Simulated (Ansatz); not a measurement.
Troubleshooting Ansatz (a program for electronic structure): a failed run on P (Pm-3n, 8 atoms in the cell). The aim is a self-consistent single point with DFT, LDA (PW92), plane waves, default PAW files made with PBE.

Cell that was meant: a = 4.9206 Å, b = 4.9206 Å, c = 4.9206 Å, α = 90.00°, β = 90.00°, γ = 90.00°.

Part of the input:

Ansatz 0.2 input:
```yaml
scf:
  occupations: { method: cold, width: 0.1 }
output:
  force: true
  eigenvalues: true
  stress: true
```

The program printed (abridged):

```
Error: YAML parse error: error: line 23 column 3: unknown field `force`, expected one of write_density, write_potential, write_potential_components, volumetric_format, write_bands, fatbands, populations, hubbard, elf, band_densities, bader, dos, optics, efg, charged_corrections, wannier, polarization, topological_invariants, transmission, current_voltage, crpa, pair_interaction, rpa_energy, embedding, core_levels, xc_energy_on_converged_density, boltztrap, local_orbitals, orbitals, eigenstates, states_by_energy, atomic_orbital_hamiltonian, active_space, given_orbital_levels, support_matrices, forces, stress, cutoff_correction, eigenvalues, band_residual_tolerance, publish_guard_bands
  --> <input>:23:3
   |
21 |   occupations: { method: cold, width: 0.1 }
22 | output:
23 |   force: true
   |   ^ unknown field `force`, expected one of write_density, write_potential, write_potential_components, volumetric_format, write_bands, fatbands, [...]
24 |   eigenvalues: true
25 |   stress: true
   |
```

Q: Read the log: what does the program object to, and what is the fix?

A: The program does not know the word force. To fix it, write forces. The program stopped before any SCF iteration.

An input that runs soundly differs in these lines (not the only fix; some lines may just follow from the change or write a value another way):
```diff
-  force: true
+  forces: true
```

With that input, the run converged in 6 iterations: free energy E − TS (on the zero of these files) -5801.4771 eV; Fermi level (on the code's own zero) 10.54 eV; pressure -6.59 GPa (DFT, LDA (PW92), plane waves, default PAW files made with PBE).

On the sound input: the starting cell was generated: these elements placed on a structure prototype, without a prior relaxation; it need not be a known phase or ordering of this composition. With a pressure of about -7 GPa the cell is away from its equilibrium volume at this level. Ansatz's pressure includes its estimate of the finite-basis (Pulay) stress.
